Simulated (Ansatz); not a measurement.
The reference is ZrB2 (space group P6/mmm, No. 191; a = 3.171 Å, c = 3.541 Å).

Level of theory: PBE (Ansatz, a first-principles code; PAW; 420 eV plane waves; no SOC).

Before the change:

- Volume per atom = 10.28 Å³

It is then changed as follows: cell and atoms relaxed at a pressure of 9 GPa.

**Question.** Estimate the effect on the volume per atom.

**Answer.** The volume per atom shrinks by 0.356 Å³, from 10.28 Å³ to 9.93 Å³.

Load acts through the strain it causes; cell and atoms are relaxed under it. Whether these cells are dynamically stable was not tested. Competing high-pressure phases were not computed. The final runs are not spin-polarised.
